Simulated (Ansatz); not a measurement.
CsCl-type RuAl: LDA at its full settings (plane-wave cutoff 520 eV, 18×18×18 k mesh, Fermi–Dirac smearing 0.05 eV, no spin polarisation, scalar-relativistic PAW data made under PBE) and at cheaper ones, in a cell of 2 atoms with Γ-centred meshes.

| level and setting | lattice constant a (Å) | bulk modulus B0 (GPa) |
|---|---|---|
| LDA (Ansatz) | 2.954 | 232 |
| LDA (Γ point alone) (Ansatz) | 2.982 | 217 |
| LDA (2×2×2 k mesh) (Ansatz) | 2.989 | 227 |
| LDA (4×4×4 k mesh) (Ansatz) | 2.943 | 235 |

Largest shifts from the full settings: lattice constant a +1.18 % (LDA (2×2×2 k mesh)), against a difference of -1.27 % of the full result from the reference 2.992 Å (measured, temperature not stated, copied from a table, unchecked, not corrected to a static lattice; as tabulated in Acta Metallurgica 41, 863 (1993)); bulk modulus -6.5 % (LDA (Γ point alone)).

Ansatz's density-functional and Hartree–Fock values are scalar-relativistic unless marked +SOC, with PAW data made under PBE.

Run with cheap settings on purpose, which may leave them unconverged: LDA (2×2×2 k mesh), LDA (4×4×4 k mesh), LDA (Γ point alone).

Ansatz is an electronic-structure program.
